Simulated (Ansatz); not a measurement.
Hypothetical Pm-3n AlN: response to strain

Base system: AlN (space group Pm-3n, No. 223; a hypothetical phase, not in the database extracts checked).

```xyz
12
Lattice="5.3724 0.0000 0.0000 0.0000 5.3724 0.0000 0.0000 0.0000 5.3724" Properties=species:S:1:pos:R:3 pbc="T T T"
Al     1.3431     0.0000     2.6862
Al     2.6862     1.3431     0.0000
Al     2.6862     4.0293     0.0000
Al     4.0293     0.0000     2.6862
Al     0.0000     2.6862     4.0293
Al     0.0000     2.6862     1.3431
N      1.3431     2.6862     0.0000
N      0.0000     1.3431     2.6862
N      0.0000     4.0293     2.6862
N      4.0293     2.6862     0.0000
N      2.6862     0.0000     4.0293
N      2.6862     0.0000     1.3431
```

Cartesian axes are those of the cell as printed.

Strains are applied to the cell and any free atomic positions relax; under biaxial strain the out-of-plane vector relaxes too.

Levels (all Ansatz, a program for electronic structure, PAW): PBE (420 eV, without spin-orbit coupling); PBEsol (420 eV, scalar-relativistic without spin-orbit coupling).

The base cell above is that of PBE; each level relaxes its own structures.

Notes on the quantities. energy relative to the base: free energy F.

```json
[
 {"case": "biaxial strain +0.96 %, plane normal [001], relaxed out of plane", "energy relative to the base, PBE": "+2.8 meV/atom", "energy relative to the base, PBEsol": "…"},
 {"case": "biaxial strain +1.09 %, plane normal [111], relaxed out of plane", "energy relative to the base, PBE": "+2.0 meV/atom", "energy relative to the base, PBEsol": "+1.9 meV/atom"},
 {"case": "tensor shear ε_yz = −3.79 %", "energy relative to the base, PBE": "+12 meV/atom", "energy relative to the base, PBEsol": "+11 meV/atom"},
 {"case": "strain tensor (xx, yy, zz, yz, xz, xy) = (−0.88, +0.05, −1.12, +0.28, +0.53, −0.86) %", "energy relative to the base, PBE": "+4.2 meV/atom", "energy relative to the base, PBEsol": "…"}
]
```

Question: Some entries are withheld; estimate them.

Answer: 
- biaxial strain +0.96 %, plane normal [001], relaxed out of plane, energy relative to the base, PBEsol: +2.7 meV/atom
- strain tensor (xx, yy, zz, yz, xz, xy) = (−0.88, +0.05, −1.12, +0.28, +0.53, −0.86) %, energy relative to the base, PBEsol: +4.1 meV/atom

The two levels differ by at most about 0.7 meV/atom. They put the cases in the same order.

Whether these cells are dynamically stable was not tested.
